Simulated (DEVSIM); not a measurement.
Structure: abrupt Si p-n junction, at 300 K.

Layer 1 from the left is Si, thickness (μm) 14.0, Na (cm⁻³) 2.2e17, τn (s) 1.1e-5, τp (s) 1.1e-5. Layer 2 from the left is Si, thickness (μm) 3.00, Nd (cm⁻³) 3.6e16, τn (s) 1.1e-5, τp (s) 1.1e-5.

Left contact: ohmic. Right contact: ohmic. Voltage is applied to the left contact. Recombination: SRH at mid-gap, Auger. Mobility is constant in doping.

The device is made up for the run: typed textbook-type constants, with dimensions and the other settings drawn at random. Values at 300 K.

Si: gap (eV) 1.124, affinity (eV) 4.05, permittivity 11.7, Nc (cm⁻³) 2.86e19, Nv (cm⁻³) 3.1e19, μn (cm²/Vs) 1417, μp (cm²/Vs) 470, Cn (cm⁶/s) 2.8e-31, Cp (cm⁶/s) 9.9e-32.

DEVSIM, 1D drift-diffusion, Boltzmann statistics, complete ionisation; no tunnelling, impact ionisation, image-force lowering or self-heating.

Dark forward current:

```
|V| (V)  |J| (A/cm²)
-------  -----------
0.05       3.352e-10
0.10        1.812e-9
0.15        9.977e-9
0.20        6.090e-8
0.25        3.976e-7
0.30        2.680e-6
0.35        1.832e-5
0.40       0.0001260
0.45       0.0008680
0.50        0.005985
0.55         0.04127
0.60          0.2842
0.65           1.944
0.70           12.74
0.75           68.99
0.80           249.7
0.85           626.9
0.90            1264
0.95            2221
```

Problem. Work out the local ideality factor n = ΔV / (kT/q · ln(J2/J1)) between the rows 0.15 and 0.20 V, 0.50 and 0.55 V, 0.90 and 0.95 V.

Solution. kT/q = 25.85 mV. From 0.15 to 0.20 V: ln(6.090e-8/9.977e-9) = 1.809, n = 1.07, near the 1 of diffusion or emission over a barrier. From 0.50 to 0.55 V: ln(0.04127/0.005985) = 1.931, n = 1.00, near the 1 of diffusion or emission over a barrier. From 0.90 to 0.95 V: ln(2221/1264) = 0.564, n = 3.43.

Problem. Estimate the current at 0.45 V from the Shockley equation with J0 = Σ q ni² D/(N L) coth(W/L), τ joining the SRH, radiative and Auger lifetimes that are on, and W taken as the whole layer.

Solution. ni² = 1.16e20 cm⁻⁶; electrons in the p layer: μ = 1420 cm²/Vs, D = 36.6 cm²/s, τ = 1.04e-5 s, L = 196 μm, W/L = 0.072, term 2.21e-12 A/cm²; holes in the n layer: μ = 470 cm²/Vs, D = 12.1 cm²/s, τ = 1.10e-5 s, L = 115 μm, W/L = 0.026, term 2.09e-11 A/cm². J0 = 2.31e-11 A/cm², and J = J0 exp(qV/kT) = 0.000839 A/cm². The simulation gives 0.000868 A/cm²; the estimate lies 3.3 % below. The estimate leaves out recombination in the depletion region and that region's share of W.
